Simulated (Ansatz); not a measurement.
Density of states of La2Zr2O7 (Fd-3m) above the conduction band minimum, PBEsol, rigid bands (Ansatz, an electronic-structure program); cell volume 309.5 Å³.

| energy from edge (eV) | 10⁻³ states/eV/cell |
|---|---|
| 0.006 | 165 |
| 0.031 | 405 |
| 0.056 | 594 |
| 0.081 | 787 |
| 0.106 | 1000 |
| 0.131 | 1280 |
| 0.156 | 1620 |
| 0.181 | 2090 |
| 0.206 | 2770 |
| 0.231 | 3970 |
| 0.256 | 8170 |
| 0.281 | 18100 |
| 0.319 | 25600 |
| 0.344 | 9790 |
| 0.369 | 7370 |
| 0.394 | 6870 |
| 0.419 | 6320 |
| 0.444 | 5790 |
| 0.469 | 5260 |
| 0.494 | 4770 |
| 0.519 | 4330 |
| 0.544 | 3870 |
| 0.569 | 3490 |
| 0.594 | 2800 |

### Question
What effective density of states at 300 K does this give (∫ g(E) exp(−E/k_BT) dE, both spins, divided by the cell's size)?

### Answer
2.9e19 cm⁻³, a density-of-states mass of 1.09 mₑ, valleys and band degeneracy included.

Spin-orbit coupling is left out. Geometry: cell and atoms relaxed with PBEsol.

Formula and space group known from diffraction (Crystallography Open Database), not checked to be the room-temperature form: La2Zr2O7 (Fd-3m).
